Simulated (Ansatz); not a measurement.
Results of G0W0@HSE06 (Ansatz, a first-principles code, plane waves, hard PAW, contour deformation) for SnSe (Fm-3m, No. 225, 2 atoms in the cell; start mp-2693; a measured phase of this formula has another space group).

The same calculation (at the PBEsol cell, 26.104 Å³/atom) with different numerical settings; throughout: response cutoff 100 eV, empty bands 218:

```json
[
 {"run": "1", "k mesh": "4×4×4", "quasiparticle gap on the mesh (eV)": "0.857", "quasiparticle gap at Γ (eV)": "7.475", "rough time": "4 core-min"},
 {"run": "2", "k mesh": "6×6×6", "quasiparticle gap on the mesh (eV)": "0.770", "quasiparticle gap at Γ (eV)": "7.482", "rough time": "20 core-min"},
 {"run": "3", "k mesh": "8×8×8", "quasiparticle gap on the mesh (eV)": "0.720", "quasiparticle gap at Γ (eV)": "7.468", "rough time": "40 core-min"}
]
```

In the column quasiparticle gap on the mesh (eV) the first row differs from the last by +0.137 and the next to last by +0.050.

The last row is no converged limit: other settings stay fixed.

Spin–orbit coupling is not included.

Note: filled d or f shells below the valence bands can shift G0W0 gaps through exchange with them, which wasn't tested here. Note: GW on a hybrid start was not checked against another program.

A start named mp-… is a Materials Project structure, which need not be a measured phase.
